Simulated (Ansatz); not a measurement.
Thickness series in hypothetical CdI2 type SiO2

Base system: SiO2 in the CdI2 type structure (space group P-3m1, No. 164; a = 2.6861 Å, c = 4.6018 Å; a hypothetical phase, not in the database extracts checked; layered, stacked along the Cartesian z axis).

Free-standing slabs (3 atom(s) a layer) normal to the stacking axis with 15 Å of vacuum; in-plane cell relaxed.

Computed with PBE-D3(BJ), PAW, 420 eV (Ansatz, a program for electronic structure; no SOC), earlier PAW set.

```tsv
number of layers	band gap (eV)
1	6.72
2	?
3	6.34
4	6.28
```

**Question.** Fit E_g(N) = E_bulk + A N^(−s) with E_bulk = 6.16 eV, fitted as a line in log–log form to the rows shown and predict the withheld row.

**Answer.** Least squares on the printed values gives A = 0.57 eV, s = 1.09 (largest residual 0.01 eV); this predicts 6.43 eV, and the run gives 6.45 eV, 0.02 higher.

Whether these cells are dynamically stable was not tested.
